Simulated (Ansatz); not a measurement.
The starting structures come from a database of crystals and need not be the phases stable at ambient conditions.

Inside the gap of an insulator the Bloch states are evanescent, with a wavenumber k + iκ along the transport direction.

Consider the following.

```yaml
crystal:
  lattice:
    - [4.71740, 0.00000, 0.00000]
    - [0.00000, 8.64000, 0.00000]
    - [0.73903, 4.32000, 3.24380]
  atoms:
    - { symbol: In, position: [0.00000, 0.69223, 0.00000] }
    - { symbol: In, position: [0.00000, 0.30777, 0.00000] }
    - { symbol: Si, position: [0.58962, 0.78003, 0.43994] }
    - { symbol: Si, position: [0.41038, 0.21997, 0.56006] }
    - { symbol: O, position: [0.21868, 0.07887, 0.53092] }
    - { symbol: O, position: [0.78132, 0.92113, 0.46908] }
    - { symbol: O, position: [0.78132, 0.60979, 0.46908] }
    - { symbol: O, position: [0.21868, 0.39021, 0.53092] }
    - { symbol: O, position: [0.50000, 0.00000, 0.00000] }
    - { symbol: O, position: [0.71692, 0.38975, 0.22050] }
    - { symbol: O, position: [0.28308, 0.61025, 0.77950] }
```

Space group of this cell: C2/m. The cell is taken as given.

Transport runs along the normal of the first two printed cell vectors.

The gap is the functional's own, uncorrected, and κ follows it; spin-orbit coupling is left out. Mid-gap values are interpolated between the computed energies.

Q: Compute, with r2SCAN in Ansatz (a program for electronic structure), the band gap and the smallest decay constant κ at mid-gap.

A: Gap 3.61 eV on a 8×10×10 mesh; κ = 0.309 1/Å, at the zone centre.
